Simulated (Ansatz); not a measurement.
**Cl interstitial (fcc Pd host)**

These are PBE, PAW (plane waves to 420 eV; Ansatz, an electronic-structure program) values and carry that method's errors. Cell and caveats: 32-site cell; 6×6×6 shifted k-points; start: void with 4Pd nearest; finite-size errors of tenths of an eV; the relaxation kept the symmetry of the starting site.

Neighbours after relaxation, in Å: of the Cl atom: Pd 2.12, Pd 2.12, Pd 2.12, Pd 2.12.

Formation energies E_f are those of the neutral cell. Chemical conditions: host crystal and elements as references (Δμ(Cl) = 0.00 eV; Cl taken from its element, since no compound that bounds it was computed at this level; only phases computed here count, gases as isolated molecules at 0 K). Reference phases: Cl: Cl2 molecule in a box.

The name describes the start; the neighbours show where the atoms ended.

| charge | moment (μB) | point group | largest move off a lattice site (Å) | E_f, host crystal and elements as references (eV) |
|---|---|---|---|---|
| 0 | not spin-polarised | Td | 0.41 | 3.88 |

Point groups are those of the whole cell at tolerances of 0.03 and 0.1 Å ("near" where only the looser one holds); none is given for unsettled states.

Not the lowest form: the same atoms on another site or from another start ended lower, by 0.50 eV at charge 0.
